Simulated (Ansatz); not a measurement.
Structures of equal composition on the (111) surface of fcc Au: a layer of Co in place of the second plane; a layer of Co in place of the third plane. The slabs share one bottom face, and each structure is named by its start. These are constructed structures in small cells; real faces may alloy, dewet or reconstruct in larger ones, and not all known structures of the face are among them. Slabs of about 12 Å with all that they carry, Fermi-Dirac smearing of 0.1 eV. Bottom of the slabs: a bare face, its two planes held. Relaxed from the named starts with such symmetry as they have, on meshes of like density; energies extrapolated to zero smearing; no spin-orbit coupling, no U. Spin-polarised runs, if any, are marked in brackets, and their order is one that fits the cell; the others ran without spin.

Level of theory: PBE (plane waves to 420 eV, PAW; Ansatz, an electronic-structure program).

Problem. Order them by energy per 1x1 cell (lowest first) at the level PBE.

Solution. a layer of Co in place of the third plane (0.000 eV [spin, 1.9 μB a cell]), a layer of Co in place of the second plane (0.053 eV [spin, 1.9 μB a cell])
